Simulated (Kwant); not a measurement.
System: GaN/Al0.2Ga0.8N stack with 2 barriers. One parabolic valley. Leads of mass 0.2 mₑ with the band edge at 0; grid 0.1 nm; bias swept from 0.014 to 0.4369 V, dropping linearly over the stack. Emitter Fermi level 0.047 eV, 300 K, equal in the collector.

| layer | thickness (nm) | band offset (eV) | mass (mₑ) |
|---|---|---|---|
| 1 | 1.5 | 0.35 | 0.22 |
| 2 | 1.7 | 0 | 0.2 |
| 3 | 2 | 0.35 | 0.22 |

The device is made up for the run: typed textbook-type constants, with dimensions and the other settings drawn at random.

Kwant, one-band effective-mass tight-binding model in one dimension, coherent, no space charge, current by the Tsu-Esaki formula.

Sweep values stay those of the base run.

The width of the first well was swept, all else fixed.

```csv
width of the first well (nm),J (A/cm²) at bias = 0.4369 V,J (A/cm²) at bias = 0.1197 V
1,1350000,19800
1.4,336000,61300
1.7,114000,119000
2,79500,189000
2.6,119000,287000
```

From the first row to the last the J at bias = 0.4369 V goes from 1350000 to 119000. From the first row to the last the J at bias = 0.1197 V goes from 19800 to 287000.
